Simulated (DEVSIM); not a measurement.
Structure: Ti/SiO2/n-Si capacitor, at 300 K.

```
layer (left to right)  material  thickness (nm)  Nd (cm⁻³)
---------------------  --------  --------------  ---------
1                          SiO2            3.00          -
2                            Si             800     5.2e17
```

Metal gate on the left, work function 4.33 eV. Fixed charge at the semiconductor interface 5.3e12 cm⁻² (in units of +e); no interface traps.

The device is made up for the run: typed textbook-type constants, with dimensions and the other settings drawn at random. Values at 300 K.

```
parameter      SiO2       Si
-------------  ----  -------
gap (eV)          9    1.124
affinity (eV)   0.9     4.05
permittivity    3.9     11.7
Nc (cm⁻³)         -  2.86e19
Nv (cm⁻³)         -   3.1e19
```

Simulated with DEVSIM: 1D Poisson equation in equilibrium, Boltzmann statistics, complete ionisation; no quantum confinement or tunnelling. Metal contacts follow the ideal Schottky-Mott rule: no Fermi-level pinning, no interface dipoles.

Q: Give the band bending (positive: bands bend down) and minority sheet density.

A: 
| Vg (V) | ψs (V) | minority carriers (cm⁻²) |
|---|---|---|
| -2.1 | -1.012 | 1.2e12 |
| -1.8 | -0.900 | 2.1e10 |
| -1.5 | -0.655 | < 1e8 |
| -1.2 | -0.415 | < 1e8 |
| -0.9 | -0.193 | < 1e8 |
| -0.6 | -0.017 | < 1e8 |
| -0.3 | 0.069 | < 1e8 |
